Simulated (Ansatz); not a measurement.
Partial pair distribution functions of a relaxed model of amorphous In$_{9}$Ga$_{9}$Zn$_{9}$O$_{35}$H$_{2}$, broadened by 0.06 Å; density 5.89 g/cm³. Level of theory: PBE, scalar-relativistic without spin-orbit coupling (plane waves to 420 eV, PAW; Ansatz, a program for electronic structure). The usual formal charges leave 4 electrons over, so the level spacing at the Fermi energy parts defect or band states and needn't be the band gap.

A CHGNet melt-quench gave the starting glass, which DFT then relaxed. O atoms were pushed apart under 1.9 Å during the dynamics, to hinder bonds among them. The hot cell started wider than the set density and was brought back towards it in steps. It is the lowest in DFT energy of 2 quenches. It is a model cell: composition and starting density were chosen by hand, and all elements were melted together. No dispersion term was used. Its density started from a set value of 5.89 and ended at 5.89 g/cm³. The quench (nominally 350 K/ps over its main leg) was far faster than any real one, so the model tends to hold more defects than a real film. One small periodic cell is one sample of the glass; other quenches scatter about these values. The volume was held where the preparation left it and the shape relaxed, at a PBE pressure of 5.0 GPa. Stress components on the final sampling reach 5.1 GPa. On a 2×2×2 Γ-centred mesh force components of up to 0.21 eV/Å stay, since the relaxation ran on the zone centre alone. Cycles of charging lowered its energy after that relaxation.

```
r (Å)  g In-O  g Ga-O  g In-In  g Ga-Ga
-----  ------  ------  -------  -------
1.60     0.00    0.00     0.00     0.00
1.70     0.00    0.36     0.00     0.00
1.80     0.00    6.15     0.00     0.00
1.90     0.01   10.96     0.00     0.00
2.00     0.73    2.76     0.00     0.00
2.10     4.84    0.36     0.00     0.00
2.20     7.50    0.45     0.00     0.00
2.30     4.33    0.12     0.00     0.00
2.40     1.38    0.00     0.00     0.00
2.50     0.65    0.00     0.00     0.00
2.60     0.25    0.00     0.00     0.00
2.70     0.53    0.00     0.00     0.07
2.80     0.24    0.06     0.00     0.95
2.90     0.28    0.35     0.00     0.85
3.00     0.10    0.39     0.00     0.12
3.10     0.07    0.34     0.18     1.68
3.20     0.13    0.57     2.21     5.74
3.30     0.18    0.89     3.83     3.07
3.40     0.34    1.02     5.14     1.31
3.50     0.71    1.22     3.05     1.85
3.60     0.90    1.31     2.18     1.00
3.70     0.95    1.05     1.88     0.73
3.80     1.00    0.98     1.06     0.24
3.90     1.12    1.23     0.35     0.99
4.00     1.59    1.06     1.30     2.02
4.10     1.21    1.18     0.79     1.04
4.20     0.95    1.16     0.45     0.92
4.30     0.82    1.45     0.17     0.51
4.40     1.14    1.58     0.64     0.03
4.50     1.27    1.45     0.81     0.03
```

Within 2.80 Å each In has 5.67 O neighbours on average.
